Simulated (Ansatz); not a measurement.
## BN under a change: uniaxial strain ε_yy = −2.55 %

The reference is BN in the zinc blende structure (space group F-43m, No. 216; a = 3.610 Å). Axes: x, y, z lie along the cube axes.

The change: the cell is compressed by 2.55 % along y with no lateral relaxation, atoms relaxed at fixed cell.

Calculations: Ansatz (an electronic-structure program) r2SCAN, spin-orbit coupling left out. Γ-centred 16×16×16 mesh, Fermi–Dirac width 0.05 eV.

The volume per atom falls by 0.15 Å³ to 5.73 Å³ and the space group changes from F-43m (No. 216) to I-4m2 (No. 119). The energy grows by 10 meV/atom and the pressure (mean of the normal stresses, compression positive) goes from zero to 10.60 GPa. The band gap decreases by 0.44 eV, from 5.00 eV to 4.56 eV and the gap character comes out as indirect, Γ → M. The electron mass changes from 0.87 mₑ along k, 0.29 mₑ across (at X) to 0.82 mₑ along k, 0.29 mₑ across (at X) and the hole mass amounts to 0.50 mₑ (at Γ). The valence-band top at Γ (three highest levels, from the VBM) changes from 0.00, 0.00, 0.00 eV to 0.00, -0.25, -0.25 eV and the valley order (the lowest conduction-band minima on the path, energy above the VBM, named in the base's zone) goes from X along ⟨100⟩ 5.00 eV to X along [010] 4.56 eV; X along [001] 5.03 eV. The stress (xx, yy, zz, yz, xz, xy; compression positive) is (5.10, 21.61, 5.10, 0.00, 0.00, 0.00) GPa.

Final structure:

```
CELL_PARAMETERS angstrom
      0.00000     1.75884     1.80487
      1.80487     0.00000     1.80487
      1.80487     1.75884     0.00000
ATOMIC_POSITIONS crystal
  N  0.75000 0.75000 0.75000
  B  0.00000 0.00000 0.00000
```

Cost of the whole job for the changed cell (relaxation, final SCF and bands): roughly 18 core-seconds.

Masses are band curvatures over ±0.01 Å⁻¹ around the edge. Along k means along the line from Γ to the band edge. Stability against distortions was not tested. Labels are those of the standard path for the cell's own space group.
